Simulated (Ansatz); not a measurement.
# GaMo4S8, pressure series

Base system: GaMo4S8 (space group F-43m, No. 216; a = 9.6654 Å).

Cell and atoms are relaxed at each pressure.

Calculations: DFT with PBEsol, PAW potentials and a 420 eV plane-wave cutoff in Ansatz (a first-principles code), no spin-orbit coupling.

```json
[
 {"P (GPa)": "-1.98", "V (Å³/atom)": "17.720"},
 {"P (GPa)": "-0.98", "V (Å³/atom)": "17.535"},
 {"P (GPa)": "0.28", "V (Å³/atom)": "17.316"},
 {"P (GPa)": "0.68", "V (Å³/atom)": "17.250"},
 {"P (GPa)": "1.49", "V (Å³/atom)": "17.123"},
 {"P (GPa)": "3.00", "V (Å³/atom)": "16.899"},
 {"P (GPa)": "5.00", "V (Å³/atom)": "16.627"},
 {"P (GPa)": "7.50", "V (Å³/atom)": "16.320"},
 {"P (GPa)": "10.00", "V (Å³/atom)": "16.042"}
]
```

A third-order Birch–Murnaghan fit to these points gives V₀ = 17.36 Å³/atom, B₀ = 103 GPa and B₀′ = 5.1. At pressure 10 GPa the volume is 92.4 % of V₀.

Load acts through the strain it causes; cell and atoms are relaxed under it. Whether these cells are dynamically stable was not tested. No other phases were tried under pressure. The base started in R3m and relaxed to F-43m at this level. The final runs are not spin-polarised. An odd electron count without spin: GaMo4S8.
